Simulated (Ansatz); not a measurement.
The starting structures come from a database of crystals and need not be the phases stable at ambient conditions.

The decay constant κ of evanescent states in the gap governs leakage through a thin film.

Input:

```xyz
12
Lattice="5.5487 0.0000 0.0000 0.0000 7.8410 0.0000 2.7744 -0.4793 3.8051" Properties=species:S:1:pos:R:3 pbc="T T T"
Pd     4.1615     3.6808     1.9026
Pd     1.3872    -0.2397     1.9026
S      7.8974     5.4014     3.8051
S      3.2001     1.4809     3.8051
O      5.9404     5.9764     1.2295
O      2.3827     1.3853     2.5756
O      3.1660     5.3058     2.5756
O      5.1570     2.0559     1.2295
O      4.0381     2.6968     3.6712
O      4.2850     4.6649     0.1339
O      1.2637     0.7444     0.1339
O      7.0594     6.6172     3.6712
```

Space group of this cell: C2/c. The cell is taken as given; by r2SCAN its mean pressure is 1.1 GPa.

Transport runs along the normal of the first two printed cell vectors.

The gap is the functional's own, uncorrected, and κ follows it; spin-orbit coupling is left out. Mid-gap values are interpolated between the computed energies.

Problem. Estimate the band gap and the smallest decay constant κ at mid-gap that Ansatz (a program for electronic structure) with r2SCAN returns for this system.

Solution. Gap 1.47 eV on a 8×4×8 mesh; κ = 0.471 1/Å, at the zone centre.
